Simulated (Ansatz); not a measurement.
Base system: HfO₂ in the fluorite structure (space group Fm-3m, No. 225; a = 5.0585 Å).

Levels (all Ansatz, a program for electronic structure, PAW): r2SCAN (500 eV, no spin-orbit coupling); HSE06 (420 eV, no spin-orbit coupling).

Its gap is 4.30 eV with r2SCAN and 5.41 eV with HSE06.

Modification: a hydrostatic pressure of 100 GPa.

With r2SCAN the gap becomes 4.84 eV.

If the HSE06 correction stayed the same, what would the HSE06 gap be, and what does the HSE06 run give?

A rigid correction of +1.11 eV gives 5.95 eV. The HSE06 run gives 6.02 eV, so the correction itself changes by +0.07 eV.

Single points use the geometry relaxed with r2SCAN. HSE06 was sampled on its mesh, a few special points and the semilocal edge points, so its gap is an upper bound. Spin-orbit coupling, missing from the scalar runs, can matter with Hf. Load acts through the strain it causes; cell and atoms are relaxed under it. No phonon test of stability was made. Competing high-pressure phases were not computed. This is not the structure that HfO2 has at room temperature and ambient pressure.
